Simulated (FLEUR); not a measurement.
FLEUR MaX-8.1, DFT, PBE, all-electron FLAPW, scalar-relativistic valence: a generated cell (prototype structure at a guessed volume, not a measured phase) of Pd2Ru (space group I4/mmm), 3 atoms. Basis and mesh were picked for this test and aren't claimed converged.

```yaml
cell: 4.64, 4.64, 4.64 Å; 138.6, 138.6, 60°
task: ground state
k mesh: 7×7×7
jspins: 1
itmax: 100
minDistance: 0.0001 me/bohr^3
fermiSmearingEnergy: 0.004 Hartree
k-points after symmetry: 40
basis_functions: 352
bands: 36
symmetry_operations: 16
Kmax (1/bohr): 4.1
```

One run each.

All on 4 ranks. Base settings, kept where nothing else is said: imix = Anderson (default), alpha = 0.05 (default), maxIterBroyd = 15 (default), precondParam = 0 (default). The settings tried:
- the base settings
- precondParam = 0.3
- precondParam = 1.5
- alpha = 0.01
- imix = straight, alpha = 0.2
- maxIterBroyd = 99
- alpha = 0.3
- imix = aPulay
- precondParam = 1.0
- alpha = 0.5
- imix = Pulay
- precondParam = 0.5
- imix = rPulay
- alpha = 0.02
- imix = pPulay
- precondParam = 0.7
- maxIterBroyd = 3
- alpha = 0.2
- maxIterBroyd = 30
- alpha = 0.1
- maxIterBroyd = 6

Predict which of these converge in the fewest iterations.

Fewest iterations, with those close behind: alpha = 0.5 (11); alpha = 0.3 (12); alpha = 0.2 (13); alpha = 0.1 (14). Most among those that reach the base run's result: maxIterBroyd = 3 (56). No convergence: imix = straight, alpha = 0.2 (with the distance of the densities over minDistance after 100 iterations).

```
setting                       iterations            end
----------------------------  ----------  -------------
alpha = 0.5                           11      converged
alpha = 0.3                           12      converged
alpha = 0.2                           13      converged
alpha = 0.1                           14      converged
imix = Pulay                          16      converged
imix = rPulay                         16      converged
maxIterBroyd = 30                     16      converged
maxIterBroyd = 99                     16      converged
precondParam = 0.5                    17      converged
precondParam = 0.7                    17      converged
the base settings                     18      converged
precondParam = 0.3                    18      converged
precondParam = 1.0                    18      converged
alpha = 0.01                          19      converged
alpha = 0.02                          19      converged
precondParam = 1.5                    20      converged
maxIterBroyd = 6                      21      converged
imix = aPulay                         24      converged
imix = pPulay                         37      converged
maxIterBroyd = 3                      56      converged
imix = straight, alpha = 0.2         100  not converged
```
